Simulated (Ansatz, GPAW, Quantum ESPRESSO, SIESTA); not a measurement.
# Code comparison for Mg6ZrSi (P1, 8 atoms in the cell)

Self-consistent single point, at a second geometry (atoms moved at random). First geometry:

```
Mg6ZrSi
1.0
    4.82386     0.00000     0.00000
    0.00000     3.20636     5.42384
    0.00000    -3.20636     5.42384
Mg Zr Si
6 1 1
Direct
  0.00000   0.33350   0.83036
  0.00000   0.83036   0.33350
  0.00000   0.33315   0.33315
  0.50000   0.17109   0.66209
  0.50000   0.66209   0.17109
  0.50000   0.16751   0.16751
  0.00000   0.82339   0.82339
  0.50000   0.67891   0.67891
```

Second geometry:
```
Mg6ZrSi
1.0
    4.82386     0.00000     0.00000
    0.00000     3.20636     5.42384
    0.00000    -3.20636     5.42384
Mg Zr Si
6 1 1
Direct
  0.99791   0.32666   0.84271
  0.00359   0.81948   0.33450
  0.00939   0.33892   0.33415
  0.50153   0.17865   0.65604
  0.49917   0.65932   0.17626
  0.48906   0.16569   0.16483
  0.99589   0.82504   0.81484
  0.50346   0.68624   0.67668
```

Shared settings, as Ansatz (an electronic-structure program) writes them: kpoints.mp_grid.grid = 4 3 3; scf.occupations.method = fermi_dirac; scf.occupations.width = 0.1 eV. Potentials and cutoffs stand in the table.

```json
[
 {"code": "Ansatz", "model": "PBEsol, PAW files made with PBE", "ΔF from the first geometry (meV/atom)": "6.8", "pressure (GPa)": "-0.79", "largest force (eV/Å)": "0.392", "cutoff": "default"},
 {"code": "Quantum ESPRESSO", "model": "PBEsol, SSSP 1.1.2 efficiency (PBE) pseudopotentials", "ΔF from the first geometry (meV/atom)": "6.9", "pressure (GPa)": "-0.73", "largest force (eV/Å)": "0.396", "cutoff": "50 Ry"},
 {"code": "GPAW", "model": "PBEsol, GPAW PAW datasets PBEsol (made by gpaw-setup)", "ΔF from the first geometry (meV/atom)": "6.8", "pressure (GPa)": "-0.78", "largest force (eV/Å)": "0.393", "cutoff": "850 eV"},
 {"code": "SIESTA", "model": "GGA PBEsol, numerical atomic orbitals DZP, PseudoDojo PBEsol standard norm-conserving potentials (rewritten from UPF to PSML)", "ΔF from the first geometry (meV/atom)": "9.5", "pressure (GPa)": "1.90", "largest force (eV/Å)": "0.493", "cutoff": "grid 350 Ry"}
]
```

Size of the force on each atom (eV/Å): Sizes of forces hide their directions.

| code | Mg1 | Mg2 | Mg3 | Mg4 | Mg5 | Mg6 | Zr7 | Si8 |
|---|---|---|---|---|---|---|---|---|
| Ansatz | 0.205 | 0.268 | 0.392 | 0.168 | 0.310 | 0.314 | 0.301 | 0.108 |
| Quantum ESPRESSO | 0.207 | 0.272 | 0.396 | 0.168 | 0.311 | 0.316 | 0.303 | 0.115 |
| GPAW | 0.205 | 0.268 | 0.393 | 0.169 | 0.311 | 0.314 | 0.301 | 0.108 |
| SIESTA | 0.271 | 0.376 | 0.493 | 0.265 | 0.452 | 0.387 | 0.341 | 0.185 |

The spread over the programs that give each value: ΔF from the first geometry within 2.7 meV/atom; pressure within 2.69 GPa; largest force within 0.101 eV/Å.

SIESTA uses small atom-centred bases, whose incompleteness enters pressures, forces and empty levels differently from a plane-wave cutoff. Ansatz's pressure is given at a fixed set of plane waves, as the other plane-wave codes print theirs. In the pressure, SIESTA (by 2.68) lies more than 1 GPa from the median of the plane-wave programs. In the force vectors, SIESTA (by 0.142) lies more than 0.08 eV/Å from the median of the plane-wave programs.

The shared mesh is coarse (it stands for a supercell whose shortest vector is 19 Å), so the values are not converged in it.

The starting cell comes from a database of computed structures (which also holds hypothetical and non-ambient phases and stackings), without a prior relaxation at this level. For this run, on top of that: atoms moved at random.

Left out of this page: CP2K (unsound by tests on forces, stress, charge or solver warnings).

Keys are those of Ansatz 0.2.
